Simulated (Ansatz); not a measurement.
# A self-consistent single point of Ge₂Mo (I4/mmm, 3 atoms in the cell) with Ansatz

Level of theory: LDA (PW92), default PAW files made with PBE (plane waves; Ansatz, an electronic-structure program).

The input file:

Ansatz 0.2 input:
```yaml
# Ge2Mo
crystal:
  lattice:
    - [-1.668395, 1.668395, 4.113656]
    - [1.668395, -1.668395, 4.113656]
    - [1.668395, 1.668395, -4.113656]
  atoms:
    - { symbol: Ge, position: [0.661670, 0.661670, 0.000000] }
    - { symbol: Ge, position: [0.338330, 0.338330, 0.000000] }
    - { symbol: Mo, position: [0.000000, 0.000000, 0.000000] }
basis:
  ecutwfc: 30.9 Ry
kpoints:
  mp_grid: { grid: [14, 14, 14] }
hamiltonian:
  xc: lda
  pseudopotentials: { kind: paw }
scf:
  occupations: { method: gaussian, width: 0.0073 Ry }
output:
  forces: true
  eigenvalues: true
  stress: true
```

Output, abridged:

```
WARN ansatz: RAYON_NUM_THREADS=1 ignored (pool sized by the plan → 1); use --threads N
basis.fft_grid_basis auto: the FFT boxes are laid along the combinations [[1, 0, 1], [0, 1, 1], [0, 0, 1]] of the cell's own vectors, 3.337, 3.337 and 4.742 Å …
Pseudopotentials: kind: paw
Pseudopotential: Ge, paw, valence charge 14
Pseudopotential: Mo, paw, valence charge 14
Crystal: 3 atoms, lattice volume = 45.802 Å³
Basis set: ecut = 420.4159175005146 eV, 897 PW (Γ), FFT grids on a1+a3, a2+a3, a3
Bands: 26, of which v1, the nominal top of the filled ones, is band 21 counted from 1 (20 counted from 0)
Symmetry: 16 space group operations
Space group: I4/mmm (ITA 139), of the structure as read, at distance tolerance 3.6e-5 Å
k-points: 244 of 2744
PAW frozen core: Ge, regenerated for the run's functional, and the local potential with it
PAW frozen core: Mo, regenerated for the run's functional, and the local potential with it
Initial density: superposition of atomic densities (neutral atoms: chi_scale 0, normalization atom), corrected by the library's trained network
Initial wavefunctions: pseudopotential atomic-orbital guess
Eigensolver: davidson
Functional: x = slater, c = lda
SCF iter   1: F=—  HF=-13274.951940 eV  |F-HF|=—  |Δ(HF+E_count)|=         —  Δρ=7.50e-3  dr2=1.86e-2  ethr=1.77e-3  ⟨swp⟩=5.3  Hψ=24689  notcnv=0
all-band conjugate gradients solve this SCF's bands
preconditioner: auto → Kerker (q_TF=auto, 2.689 Å⁻¹)
SCF iter   2: F=—  HF=-13274.948874 eV  |F-HF|=—  |Δ(HF+E_count)|=   3.07e-3  Δρ=3.58e-3  dr2=3.30e-3  ethr=4.42e-5  ⟨swp⟩=2.7  Hψ=12377  notcnv=0
SCF iter   3: F=—  HF=-13274.948172 eV  |F-HF|=—  |Δ(HF+E_count)|=   7.02e-4  Δρ=1.36e-3  dr2=5.82e-4  ethr=7.85e-6  ⟨swp⟩=1.2  Hψ=6185  notcnv=0
SCF iter   4: F=—  HF=-13274.947990 eV  |F-HF|=—  |Δ(HF+E_count)|=   1.83e-4  Δρ=3.03e-4  dr2=4.66e-5  ethr=1.39e-6  ⟨swp⟩=3.0  Hψ=11601  notcnv=0
SCF iter   5: F=—  HF=-13274.947970 eV  |F-HF|=—  |Δ(HF+E_count)|=   1.97e-5  Δρ=1.20e-4  dr2=5.74e-6  ethr=1.11e-7  ⟨swp⟩=2.0  Hψ=10277  notcnv=0
SCF iter   6: F=—  HF=-13274.947968 eV  |F-HF|=—  |Δ(HF+E_count)|=   1.81e-6  Δρ=2.39e-5  dr2=3.38e-7  ethr=1.37e-8  ⟨swp⟩=2.0  Hψ=9566  notcnv=0
SCF iter   7: F=-13274.947968 eV  HF=-13274.947968 eV  |F-HF|=2.18e-8  |Δ(HF+E_count)|=   5.18e-8  Δρ=5.79e-6  dr2=3.10e-8  ethr=2.38e-10  ⟨swp⟩=6.5  Hψ=22569  notcnv=0
the search or the solves at the SCF's close seem to have found levels that the self-consistency loop had missed (the run counts 1) …
SCF 1 converged in 7 iterations: F = -13274.947968 eV  dr2 = 3.10e-8
SCF converged after 7 iterations
Free energy (F): -13274.947968 eV
Harris-Foulkes:  -13274.947968 eV  (|F-HF|=2.18e-8)
Internal energy: -13274.944273 eV  (E = F + TS)
E sigma→0 (E₀):  -13274.946121 eV
Entropy (-TS):   -0.003695 eV (-1.232 meV/atom)
Fermi energy:    16.368126 eV
--- Per-component energies (eV) ---
  E_band       = -200.229913
  E_kinetic    = 668.840463
  E_local      = -4708.533043  (includes V_loc(G=0)·N_el)
  E_nonlocal   = 991.879489
  E_hartree    = 1995.800709
  E_xc         = -335.234367
  E_vxc        = -362.116303  (∫ρ·V_xc dr)
  E_paw        = -6972.559737  (= ΣΔE_a)
  E_vpaw       = -781.901758  (= ΣTr[D̂ρ^β])
  E_aug_tail   = 0.000605  (compensation charges beyond the density's cutoff)
  E_ewald      = -4919.427861
  E_core_change = 4.289469  (= ΣΔE_core)
  E_smearing   = -0.003695  (= −TS)
  E_closure    = -0.000000  (closes the sum)
  Σ components = -13274.947968   (vs F -13274.947968, Δ=0.00e0)
--- Forces (eV/Å), atoms counted from 1 ---
  atom   1  Ge     0.00000000     0.00000000    -0.06088997
  atom   2  Ge     0.00000000     0.00000000     0.06088997
  atom   3  Mo     0.00000000     0.00000000     0.00000000
  max |Σ_I F_I| component: 5.55e-17 eV/Å
--- Stress (GPa, compression-positive) ---
       -8.723531       0.000000       0.000000
        0.000000      -8.723531       0.000000
        0.000000       0.000000      -7.285124
  P = ⅓ Tr σ = -8.2441 GPa (-82.441 kbar)
  The stress holds the Pulay correction. Without it, at fixed plane waves, as pw.x and ABINIT print it: P = -8.2815 GPa
--- Band table (eV; the first three rows and the last of 244) ---
  k-point 0: bands = ["-44.3210", "-18.4784", "-18.4475", "-18.4475", "-8.3275", "-8.3238", "-8.3111", "-8.2832", "-8.2832", "-8.2494", "-8.2445", "-8.2445", "-8.2418", "-8.1999", "3.0005", "10.6080", "11.6545", "13.8493", "14.1351", "14.1351", [...]
  k-point 1: bands = ["-44.3200", "-18.4767", "-18.4554", "-18.4545", "-8.3292", "-8.3207", "-8.3124", "-8.2856", "-8.2827", "-8.2501", "-8.2467", "-8.2460", "-8.2353", "-8.1985", "3.1454", "10.7366", "11.3878", "13.8520", "13.8791", "14.5418", [...]
  k-point 2: bands = ["-44.3171", "-18.4768", "-18.4740", "-18.4721", "-8.3387", "-8.3130", "-8.3123", "-8.2905", "-8.2800", "-8.2544", "-8.2512", "-8.2392", "-8.2283", "-8.1936", "3.5702", "10.9117", "11.0669", "13.1668", "13.9789", "15.1802", [...]
  k-point 243: bands = ["-44.3207", "-18.4888", "-18.4475", "-18.4475", "-8.3866", "-8.3336", "-8.3266", "-8.3266", "-8.3194", "-8.2326", "-8.2078", "-8.2037", "-8.2037", "-8.1850", "4.7174", "6.0989", "13.6387", "14.9096", "15.9009", "15.9009", [...]
```

The run converged in 7 iterations.

The starting cell comes from a database of computed structures (which also holds hypothetical and non-ambient phases and stackings), without a prior relaxation at this level. Its lattice was rescaled by up to half a per cent. Spin polarisation is off. With a pressure of about -8 GPa the cell is away from its equilibrium volume at this level. Ansatz's pressure includes its estimate of the finite-basis (Pulay) stress.
